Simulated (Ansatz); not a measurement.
Take Fe in the bcc (W type) structure (space group Im-3m, No. 229; ferromagnetic) as the base.

```xyz
1
Lattice="-1.4323 1.4323 1.4323 1.4323 -1.4323 1.4323 1.4323 1.4323 -1.4323" Properties=species:S:1:pos:R:3 pbc="T T T"
Fe     0.0000     0.0000     0.0000
```

Cartesian axes are those of the cell as printed.

The values are results of r2SCAN/PAW in Ansatz (an electronic-structure program), no spin-orbit coupling, not measurements.

For the base:

* **Largest site moment**: 2.79 μB
* **Magnetic state**: ferromagnetic

The change: a free-standing slab of 7 layers (7 atoms, 1 a layer) is cut normal to [110], with 15 Å of vacuum and the in-plane cell held at bulk.

Task: Estimate the effect on the change of the spacing d23 from its bulk value of 2.026 Å, largest site moment, excess energy per area of both faces and magnetic state.

Result: The change of the spacing d23 from its bulk value of 2.026 Å is 0.0 %; the largest site moment rises by 0.153 μB to 2.95 μB; the excess energy per area of both faces (slab less bulk energy over the cell's area: twice a surface energy) amounts to 5.0 J/m² (uncertain by up to 0.2 J/m²); the magnetic state is still ferromagnetic.

Other magnetic orders, which the real material may have, were not ruled out. The excess energy carries the mismatch between the slab's and the bulk's meshes. Stability against distortions was not tested.
